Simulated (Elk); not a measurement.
# A self-consistent single point of K (Im-3m, 1 atom in the cell) with Elk

Method of the run: PBE, all-electron FP-LAPW, Elk's shipped species files, APW+lo basis with extra local orbitals (Elk).

This input was run:

```
tasks
  0

xctype
  20

rgkmax
  7.5

gmaxvr
  14.0

nxlo
  2

lorbcnd
  .true.

lmaxi
  2

stype
  0

swidth
  0.00367493

maxscl
  100

scale
  8.741092924

avec
   -0.5773502692    0.5773502692    0.5773502692
    0.5773502692   -0.5773502692    0.5773502692
    0.5773502692    0.5773502692   -0.5773502692

atoms
  1
  'K.in'
  1
  0.0000000000  0.0000000000  0.0000000000    0.0 0.0 0.0

ngridk
  12 12 12
```

Output (repeated stretches shortened):

```
│ Elk code version 10.2.4 │

All units are atomic (Hartree, Bohr, etc.)

│ Ground-state run starting from atomic densities │

Lattice vectors :
  -5.046672353       5.046672353       5.046672353
   5.046672353      -5.046672353       5.046672353
   5.046672353       5.046672353      -5.046672353

Unit cell volume      :    514.1328110
Brillouin zone volume :   0.4824633016

Muffin-tin inner radius fraction :   0.1000000000E-01

Nuclei treated as point charges

Species :    1 (K)
 parameters loaded from : K.in
 name : potassium
 nuclear charge    :   -19.00000000
 electronic charge :    19.00000000
 atomic mass :    71271.84084
 muffin-tin radius :    2.400000000
 number of radial points in muffin-tin :    497
 atomic positions (lattice), magnetic fields (Cartesian) :
   1 :   0.00000000  0.00000000  0.00000000    0.00000000  0.00000000  0.00000000

Total number of atoms per unit cell :    1

Spin treatment :
 spin-unpolarised

Number of Bravais lattice symmetries :   48
Number of crystal symmetries         :   48
Crystal has inversion symmetry
Real symmetric eigensolver will be used

k-point grid :     12    12    12
k-point offset :    0.000000000       0.000000000       0.000000000
k-point set is reduced with full crystal symmetry group
Total number of k-points :       72

Muffin-tin radius times maximum |G+k| :    7.500000000
 using average radius
Maximum |G+k| for APW functions       :    3.125000000
Maximum (1/2)|G+k|²                   :    4.882812500
Maximum |G| for potential and density :    14.00000000
 potential will be trimmed for |G| > 2 gkmax
Constant for pseudocharge density :    8
Radial integration step length :    4

G-vector grid sizes :     40    40    40
Number of G-vectors :    23767

Maximum angular momentum used for
 APW functions                      :    8
 outer part of muffin-tin           :    6
 inner part of muffin-tin           :    2

Total nuclear charge    :   -19.00000000
Total core charge       :    10.00000000
Total valence charge    :    9.000000000
Total excess charge     :    0.000000000
Total electronic charge :    19.00000000

Effective Wigner radius, rₛ :    1.862420329

Number of empty states         :    4
Total number of valence states :    9
Total number of core states    :   10

Conduction state local-orbitals added automatically
Total number of local-orbitals :   69

Exchange-correlation functional :     20     0     0
 Perdew-Burke-Ernzerhof, Phys. Rev. Lett. 77, 3865 (1996)
 gradient requirement :    1
 generalised gradient approximation (GGA)

Smearing type :    0
 Gaussian
Smearing width :   0.3674930000E-02
Effective electronic temperature (K) :    1160.451112

Mixing type :    3
 Broyden mixing, J. Phys. A: Math. Gen. 17, L317 (1984)

Kohn-Sham potential initialised from atomic data

│ Self-consistent loop started │
│ Loop number : 1 │
 total energy                :     -602.553978173
│ Loop number : 2 │
 total energy                :     -602.553287109
RMS change in Kohn-Sham potential (target) :   0.3286921422     (  0.1000000000E-05)
Absolute change in total energy (target)   :   0.6910639745E-03 (  0.1000000000E-03)
│ Loop number : 3 │
 total energy                :     -602.411566165
RMS change in Kohn-Sham potential (target) :   0.1768651295     (  0.1000000000E-05)
Absolute change in total energy (target)   :   0.1418937099     (  0.1000000000E-03)
│ Loop number : 4 │
 total energy                :     -602.271146867
RMS change in Kohn-Sham potential (target) :   0.6909734252E-01 (  0.1000000000E-05)
Absolute change in total energy (target)   :   0.1758927260     (  0.1000000000E-03)
│ Loop number : 5 │
 total energy                :     -602.199471187
RMS change in Kohn-Sham potential (target) :   0.2169345185E-01 (  0.1000000000E-05)
Absolute change in total energy (target)   :   0.1156488616     (  0.1000000000E-03)
│ Loop number : 6 │
 total energy                :     -602.173131518
RMS change in Kohn-Sham potential (target) :   0.5483174761E-02 (  0.1000000000E-05)
Absolute change in total energy (target)   :   0.5525188467E-01 (  0.1000000000E-03)
│ Loop number : 7 │
 total energy                :     -602.164832593
RMS change in Kohn-Sham potential (target) :   0.6183827884E-03 (  0.1000000000E-05)
Absolute change in total energy (target)   :   0.2211189530E-01 (  0.1000000000E-03)
│ Loop number : 8 │
 total energy                :     -602.164928121
RMS change in Kohn-Sham potential (target) :   0.1775792981E-03 (  0.1000000000E-05)
Absolute change in total energy (target)   :   0.5432445804E-02 (  0.1000000000E-03)
│ Loop number : 9 │
 total energy                :     -602.165135345
RMS change in Kohn-Sham potential (target) :   0.1633327388E-04 (  0.1000000000E-05)
Absolute change in total energy (target)   :   0.1150887970E-02 (  0.1000000000E-03)
│ Loop number : 10 │
 total energy                :     -602.165152749
RMS change in Kohn-Sham potential (target) :   0.9558708074E-05 (  0.1000000000E-05)
Absolute change in total energy (target)   :   0.2703183908E-03 (  0.1000000000E-03)
│ Loop number : 11 │
 total energy                :     -602.165123647
RMS change in Kohn-Sham potential (target) :   0.9898983942E-06 (  0.1000000000E-05)
Absolute change in total energy (target)   :   0.9668095663E-04 (  0.1000000000E-03)
Convergence targets achieved

│ Loop number : 12 │

Energies :
 Fermi                       :     0.256766544619E-01
 sum of eigenvalues          :     -350.797309758
 electron kinetic            :      606.160559114
 core electron kinetic       :      571.310945506
 Coulomb                     :     -1174.88611524
 Coulomb potential           :     -913.730668305
 nuclear-nuclear             :     -60.4603556679
 electron-nuclear            :     -1315.12085085
 Hartree                     :      200.695091272
 Madelung                    :     -718.020781092
 xc potential                :     -43.2272005674
 exchange                    :     -32.6956223243
 correlation                 :    -0.743935801244
 total energy                :     -602.165114256

Density of states at Fermi energy :    26.99821384
 (states/Hartree/unit cell)

Estimated indirect band gap :   0.2389380765E-02
 from k-point     17 to k-point     15
Estimated direct band gap   :   0.5442680327E-01
 at k-point     23

Charges :
 core                        :    10.00000000
 valence                     :    9.000000000
 interstitial                :    1.431129054
 muffin-tins (core leakage)
  species :    1 (K)
   atom    1                 :    17.56887095     (  0.1133288983E-06)
 total in muffin-tins        :    17.56887095
 total calculated charge     :    19.00557341
 total charge                :    19.00000000
 error                       :   0.5573412346E-02

│ Self-consistent loop stopped │
```

The run converged in 12 iterations. The count includes the last loop, which Elk runs after its targets are met.

The starting cell comes from a database of computed structures (which also holds hypothetical and non-ambient phases and stackings), without a prior relaxation at this level. Its lattice was rescaled by a random factor within 2.5 % of one. Values depend on the basis (sphere radii, cutoffs, local orbitals), which need not be converged. The log's line on a gap gives a spacing of levels on this mesh, which the program prints for metals too.
